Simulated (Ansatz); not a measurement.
Ga₂O₃ (model structure, from the A-La2O3 type, P-3m1, No. 164): band gap by level of theory

No measured value is used here.

```
level (code)            value (eV)
-------------------  -------------
LDA (Ansatz)         2.43 (direct)
PBEsol+SOC (Ansatz)  2.47 (direct)
r²SCAN+SOC (Ansatz)              …
PBE0 (Ansatz)        4.91 (direct)
r²SCAN0 (Ansatz)     5.34 (direct)
```

Task: What belongs in the gaps?

Result: 
- r²SCAN+SOC (Ansatz, an electronic-structure program), value (eV): 3.14 (direct)

Computed values are for a static lattice. Levels without +SOC have no spin–orbit coupling; where heavier elements are present it shifts gaps, mostly down, and can invert bands.  PBE0, r²SCAN0: the gap is read on the k mesh or supercell of the run alone and can be too large. Values are at the PBEsol cell. Cutoffs and k meshes differ between the levels. Ansatz's density-functional and Hartree–Fock values are scalar-relativistic unless marked +SOC, with PAW data made under PBE.

A model structure was made by putting elements into a prototype or built by hand; it is no filed structure, need not be a known phase, and can be a saddle point held by its symmetry.
